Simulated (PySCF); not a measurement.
PySCF 2.14.0, M06-2X/def2-svpd, df: Cd(Cl)2(OH2)2 ([OH2]->[Cd](<-[OH2])([Cl])[Cl]), 9 atoms. The geometry is a generated start, not checked to be a minimum at this level.

| Item | Value |
|---|---|
| task | energy and gradient |
| method | m06-2x |
| basis | def2-svpd |
| two-electron scheme | density fitting |
| mol.max_memory | 7000 MB |
| mf.init_guess | minao (default) |
| mf.DIIS | CDIIS (default) |
| mf.diis_space | 8 (default) |
| mf.conv_tol | 1e-09 (default) |
| effective core potentials | those of the basis set, past Kr |
| basis functions (reference run) | 166 |
| grid points (reference run) | 758504 |

```xyz
9

Cd     0.9604    -0.3298     0.7480
Cl     1.4326     1.4001    -0.7237
Cl     1.8828    -2.3655     0.1565
O     -0.7618    -0.9837    -1.0186
H     -0.4165    -1.8579    -1.2530
H     -0.5195    -0.3960    -1.7476
O     -0.6839     1.3236     1.5673
H     -1.6060     1.2313     1.3036
H     -0.2881     1.9779     0.9674
```
Charge 0, spin multiplicity 1.

The reference run has mf.grids.level = 8, mf.grids.prune = nwchem_prune (default); it is not itself proven converged. One run each, on a shared machine, so no times are given.

Settings tried, all else as in the reference:
- mf.grids.level = 3 (default), mf.grids.atom_grid = 75×302
- mf.grids.level = 3 (default), mf.grids.prune = treutler_prune
- mf.grids.level = 1
- mf.grids.level = 2
- mf.grids.level = 0
- mf.grids.level = 5
- mf.grids.level = 3 (default), mf.grids.atom_grid = 99×590
- mf.grids.level = 4
- mf.grids.level = 3 (default), no pruning
- mf.grids.level = 3 (default), mf.grids.atom_grid = 50×194
- mf.grids.level = 6
- mf.grids.level = 3 (default)

Q: Which settings reproduce the reference to 10 meV/atom in energy, 100 meV/Å in forces (largest component)?

A: Within it: mf.grids.level = 6; mf.grids.level = 4; mf.grids.level = 3 (default), mf.grids.atom_grid = 99×590; mf.grids.level = 5; mf.grids.level = 3 (default); mf.grids.level = 3 (default), no pruning; mf.grids.level = 3 (default), mf.grids.atom_grid = 75×302; mf.grids.level = 2; mf.grids.level = 3 (default), mf.grids.prune = treutler_prune; mf.grids.level = 1. Outside: mf.grids.level = 3 (default), mf.grids.atom_grid = 50×194; mf.grids.level = 0.

| setting | grid points | energy against the reference | difference in forces (largest component) |
|---|---|---|---|
| the reference | 758504 | — | — |
| mf.grids.level = 6 | 457016 | +0.011 meV/atom | 1.4 meV/Å |
| mf.grids.level = 4 | 209592 | −0.12 meV/atom | 3.3 meV/Å |
| mf.grids.level = 3 (default), mf.grids.atom_grid = 99×590 | 284360 | −0.12 meV/atom | 3.6 meV/Å |
| mf.grids.level = 5 | 314624 | +0.0038 meV/atom | 3.9 meV/Å |
| mf.grids.level = 3 (default) | 127552 | −0.13 meV/atom | 6.0 meV/Å |
| mf.grids.level = 3 (default), no pruning | 216376 | −0.13 meV/atom | 6.0 meV/Å |
| mf.grids.level = 3 (default), mf.grids.atom_grid = 75×302 | 128288 | −0.027 meV/atom | 17 meV/Å |
| mf.grids.level = 2 | 81800 | −0.21 meV/atom | 20 meV/Å |
| mf.grids.level = 3 (default), mf.grids.prune = treutler_prune | 116664 | −0.089 meV/atom | 20 meV/Å |
| mf.grids.level = 1 | 41088 | −1.6 meV/atom | 52 meV/Å |
| mf.grids.level = 3 (default), mf.grids.atom_grid = 50×194 | 58480 | +7.5 meV/atom | 200 meV/Å |
| mf.grids.level = 0 | 10744 | +590 meV/atom | 1900 meV/Å |

Total energies are compared; such shifts often cancel in part in energy differences. The gradients leave out the derivatives of the grid weights. No test of the SCF solution's stability was run. Also tried and not ranked: mf.grids.level = 3 (default), mf.grids.atom_grid = 35×110 (possibly another state). The tolerance is a choice made for this comparison.
